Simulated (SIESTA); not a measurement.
Input and output of a self-consistent single point for CsCaH3 (P4mm, 5 atoms in the cell) (SIESTA).

Level of theory: LDA PW92, numerical atomic orbitals DZP, PseudoDojo LDA standard norm-conserving potentials (rewritten from UPF to PSML) (SIESTA 5.4.2).

```xyz
5
Lattice="4.5981 0.0000 0.0000 0.0000 4.5981 0.0000 0.0000 0.0000 4.5981" Properties=species:S:1:pos:R:3 pbc="T T T"
Cs     0.0000     0.0000     0.0500
Ca     2.2990     2.2990     2.2990
H      2.2990     0.0000     2.2990
H      0.0000     2.2990     2.2990
H      2.2990     2.2990     0.0000
```

Reference input (self-consistent single point, DFT, LDA PW92, numerical atomic orbitals DZP, PseudoDojo LDA standard norm-conserving potentials (rewritten from UPF to PSML)): XC.functional = LDA; XC.authors = PW92; potentials = PseudoDojo LDA standard; PAO.BasisSize = DZP; PAO.EnergyShift = 0.01 Ry; MeshCutoff = 400 Ry; kgrid.MonkhorstPack = 6 6 6; OccupationFunction = FD; ElectronicTemperature = 10 K; MaxSCFIterations = 150; SCF.Mixer.Method = Pulay; SCF.Mixer.Weight = 0.2. This run's input differs from it in these lines:

```diff
@@ -32,5 +32,5 @@
 %block kgrid.MonkhorstPack
-    6   0   0  0.0
-    0   6   0  0.0
-    0   0   6  0.0
+   16   0   0  0.5
+    0  16   0  0.5
+    0   0  16  0.5
 %endblock kgrid.MonkhorstPack
```

Output (repeated stretches shortened):

```
        iscf     Eharris(eV)        E_KS(eV)     FreeEng(eV)     dDmax    Ef(eV) dHmax(eV)
   scf:    1    -1729.811589    -1735.112626    -1735.112626  1.447577 -4.475379  4.017751
   scf:    2    -1736.566818    -1735.867822    -1735.867822  0.080914 -5.103297  2.700386
   scf:    3    -1736.896392    -1736.498251    -1736.498251  0.229283 -6.463231  0.323202
   scf:    4    -1736.499280    -1736.498907    -1736.498907  0.010670 -4.146738  0.050382
   scf:    5    -1736.499186    -1736.499083    -1736.499083  0.006104 -4.141705  0.005299
   scf:    6    -1736.499087    -1736.499085    -1736.499085  0.000696 -4.143864  0.000765
   scf:    7    -1736.499085    -1736.499085    -1736.499085  0.000106 -4.144756  0.001319
   scf:    8    -1736.499085    -1736.499085    -1736.499085  0.000064 -4.143882  0.000267
SCF Convergence by DM+H criterion
max |DM_out - DM_in|         :     0.0000644678
max |H_out - H_in|      (eV) :     0.0002673344
SCF cycle converged after 8 iterations

Using DM_out to compute the final energy and forces

siesta: E_KS(eV) =            -1736.4991

siesta: E_KS - E_eggbox =     -1736.4991

siesta: Atomic forces (eV/Ang):
     1    0.000000    0.000000   -0.102483
     2    0.000000    0.000000    0.065367
     3    0.000000    0.000000    0.007814
     4    0.000000    0.000000    0.007814
     5    0.000000    0.000000    0.021459
   Tot    0.000000    0.000000   -0.000028
   Max    0.102483
   Res    0.031998    sqrt( Sum f_i^2 / 3N )
   Max    0.102483    constrained

Stress tensor Voigt[x,y,z,yz,xz,xy] (kbar):       -2.31       -2.31       -2.30       -0.00       -0.00       -0.00
   [... lines left out ...]
siesta: FreeEng =     -1736.499085
   [... lines left out ...]
siesta:    -0.001443   -0.000000   -0.000000
siesta:    -0.000000   -0.001443   -0.000000
siesta:    -0.000000   -0.000000   -0.001433

siesta: Cell volume =         97.214423 Ang**3

siesta: Pressure (static):
siesta:                Solid            Molecule  Units
siesta:           0.00001568          0.00000892  Ry/Bohr**3
siesta:           0.00143975          0.00081869  eV/Ang**3
siesta:           2.30673105          1.31169069  kBar
```

The run converged in 8 iterations. Against the reference run the free energy hardly moves (within 1 meV/atom), the pressure moves little (0.22 to 0.23 GPa), the largest force stays at 0.102 eV/Å and the gap on the mesh goes from 4.100 to 4.164 eV.

The starting cell comes from a database of computed structures (which also holds hypothetical and non-ambient phases and stackings), without a prior relaxation at this level. Its lattice was rescaled by up to half a per cent. One atom was moved a little off its site on purpose. Values carry the incompleteness of an atom-centred basis. The basis of the alkali or alkaline-earth atoms may lack their empty d shell, which can raise the gap. Another mesh or the band path of this cell gives a smaller gap, so this value is not converged in the mesh.

Cost on one core of a shared machine: roughly 50 s.
